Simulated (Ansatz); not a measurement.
The parent structure is KBr in the rock salt structure (space group Fm-3m, No. 225).

```
CELL_PARAMETERS angstrom
      0.00000     3.30411     3.30411
      3.30411     0.00000     3.30411
      3.30411     3.30411     0.00000
ATOMIC_POSITIONS crystal
  Br 0.00000 0.00000 0.00000
  K  0.50000 0.50000 0.50000
```

Cartesian axes are those of the cell as printed.

Calculations: r2SCAN in Ansatz (plane waves to 500 eV, PAW, no spin-orbit coupling).

Base values:

| Item | Result |
|---|---|
| Valley order | Γ 5.07 eV; X along ⟨100⟩ 6.36 eV |
| Volume per atom | 36.07 Å³ |

Modification: compressive biaxial strain of 0.92 % in the plane normal to [001], as in epitaxy on a mismatched substrate; the out-of-plane cell vector and the atoms relax.

What does the calculation give for the valley order and volume per atom after the change?

The valley order (the lowest conduction-band minima on the path, energy above the VBM, named in the base's zone) changes from Γ 5.07 eV; X along ⟨100⟩ 6.36 eV to Γ 5.11 eV; X along [100] 6.33 eV; X along [001] 6.35 eV; the volume per atom shrinks by 0.58 Å³, from 36.07 Å³ to 35.49 Å³.

The levels and masses belong to the bands next to the band gap. Whether these cells are dynamically stable was not tested.

Ansatz is a program for electronic structure.
